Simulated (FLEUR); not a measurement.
**Equation of state of rock-salt TiC (space group 225): energy against volume (FLEUR, PBE)**

```xyz
2
Lattice="0.0000 2.1265 2.1265 2.1265 0.0000 2.1265 2.1265 2.1265 0.0000" Properties=species:S:1:pos:R:3 pbc="T T T"
Ti     0.0000     0.0000     0.0000
C      2.1265     2.1265     2.1265
```

Method of the run: PBE, all-electron FLAPW (FLEUR), scalar-relativistic valence in FLEUR. Settings: Kmax = 5.13 1/bohr; GmaxXC = 25.6 1/bohr; xcFunctional = pbe; jspins = 1; l_soc = F; mode = hist; fermiSmearingEnergy = 0.00183747 Htr; mesh (inpgen div1-3) = 23 23 23; inpgen gamma flag = false; Gmax = 25.6 1/bohr; numbands = 0; maxIterBroyd = 25; imix = Anderson; alpha = 0.05; precondParam = 0; minDistance = 1e-05 me/bohr^3. The cell above is the first row's. The rows scale it uniformly. In all rows fractional positions and the k mesh are held. E is the free energy at the stated smearing, counted from the lowest row.

| V (Å^3/atom) | E (meV/atom) |
|---|---|
| 9.616 | ? |
| 9.825 | 9.64 |
| 10.034 | 1.21 |
| 10.243 | 0.00 |
| 10.452 | 5.30 |
| 10.661 | 16.46 |
| 10.870 | 32.92 |
| 11.079 | 54.14 |
| 11.288 | 79.66 |

Taking the third-order Birch-Murnaghan form, a cubic in V^(-2/3) for E over the 8 complete rows: With u = V^(-2/3) - 0.208, the rows have u = 0.009994, 0.006957, 0.004022, 0.001187, -0.001556, -0.004211, -0.006782, -0.009274. Least squares gives E = 9.402 - 3925.08·u + 394370·u² + 76186·u³. Residuals (row less fit): 0.000, 0.002, 0.000, 0.001, -0.004, 0.002, 0.003, -0.001; standard error 0.003 (degrees of freedom: 4). Its minimum lies at u = 0.004969, so V0 = (0.212969)^(-3/2) = 10.17. There d²E/du² = 791000 and d³E/du³ = 457100, so B0 = (4/9) × 10.17^(-7/3) × 791000 × 0.160218 = 251 GPa (the last factor turns the table's units into GPa), and B0' = 4 + (2/3) × 0.212969 × (457100)/791000 = 4.1.

Question: Estimate the missing E (V = 9.616); what did the run itself give?

Answer: u = 0.013142, so E = 9.402 - 3925.08 × 0.013142 + 394370 × 0.013142² + 76186 × 0.013142³ = 26.104 meV/atom. The calculation gives 26.08 meV/atom, 0.024 meV/atom below the prediction (under 0.05 % of the range of E in the table). The row lies outside the fitted rows, so this is an extrapolation. From the scatter of the fitted rows alone, a prediction at this place has a standard error of 0.008 meV/atom, so the miss is 2.9 times that.

Carrying the step between the two nearest rows on in a straight line would have given 18.07, off by 8.01; series whose last step already gives the withheld value aren't shown. The scan was laid around a cell of about the measured size, scaled by a guess for this functional. The runs keep the symmetry of the cell, so they don't test it for distortions. Spin polarisation is off. Values depend on the basis (sphere radii, cutoffs, local orbitals), which need not be converged. Cutoffs and mesh are single choices, not tested for convergence of this quantity. Series with a scatter that would blur these digits, or in which a gap closes, are not shown. Nor are scans whose minimum lies at an end fitted in this form.
